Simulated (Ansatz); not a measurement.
## A constructed model of the (110) surface of bcc Ta, p(2x2) layer of Sn, one a cell, on the site that continues the host's stacking (bottom of the slab: a bare face, its two planes held)

Calculation: PBE (plane waves to 420 eV, PAW; Ansatz, a first-principles code).

Model: 25-atom slab, 14.5 Å thick at the start, 7x7x1 mesh, Fermi-Dirac 0.1 eV, dipole correction, 8 atoms held, the rest relaxed; symmetry of the start imposed; no spin, no spin-orbit, no U. It is one candidate, not shown to be the stable structure of the face.

| Property | Result |
|---|---|
| work function of the top face | 4.72 eV |
| energy released by relaxation | 0.53 eV |
| cost | roughly 26 core-minutes |
